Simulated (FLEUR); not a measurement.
Band structure of NdMg3 (Fm-3m, 4 atoms in the cell).

```yaml
crystal:
  lattice:
    - [0.00000, 3.69455, 3.69455]
    - [3.69455, 0.00000, 3.69455]
    - [3.69455, 3.69455, 0.00000]
  atoms:
    - { symbol: Nd, position: [0.00000, 0.00000, 0.00000], spin: 3.0 }
    - { symbol: Mg, position: [0.75000, 0.75000, 0.75000] }
    - { symbol: Mg, position: [0.25000, 0.25000, 0.25000] }
    - { symbol: Mg, position: [0.50000, 0.50000, 0.50000] }
```
(The spins are starting values, not results.)

Method of the run: LDA (Perdew-Zunger), all-electron FLAPW (FLEUR), scalar-relativistic valence run with FLEUR.

Settings: Kmax = 3.8 1/bohr; GmaxXC = 13.3 1/bohr; xcFunctional = pz; jspins = 2; l_soc = F; mode = hist; fermiSmearingEnergy = 0.00734986 Htr; mesh (inpgen div1-3) = 5 5 5; inpgen gamma flag = false; Gmax = 13.3 1/bohr; numbands = 0; maxIterBroyd = 40; imix = Anderson; alpha = 0.05.

The starting cell comes from a database of computed structures (which also holds hypothetical and non-ambient phases and stackings), without a prior relaxation at this level. Spin-orbit coupling is off. The f electrons are in the valence without U or exact exchange, which can misplace them near the Fermi level. Spin-orbit terms, which matter for f shells, are left out. Values depend on the basis (sphere radii, cutoffs, local orbitals), which need not be converged.

Levels in eV from the Fermi level, bands 21 to 28 of the first spin channel:
| point | 21 | 22 | 23 | 24 | 25 | 26 | 27 | 28 |
|---|---|---|---|---|---|---|---|---|
| Γ | -0.29 | -0.12 | -0.12 | -0.12 | 0.13 | 0.13 | 0.13 | 1.04 |
| X | -0.44 | -0.09 | -0.02 | -0.02 | 0.00 | 0.05 | 0.41 | 0.41 |
| W | -0.09 | -0.04 | -0.04 | -0.01 | 0.01 | 0.01 | 0.16 | 1.14 |
| K | -0.51 | -0.09 | -0.01 | -0.01 | -0.01 | 0.03 | 0.23 | 0.28 |
| L | -0.26 | -0.07 | -0.04 | -0.04 | 0.03 | 0.03 | 0.13 | 1.36 |
| U | -0.51 | -0.09 | -0.01 | -0.01 | -0.01 | 0.03 | 0.23 | 0.28 |
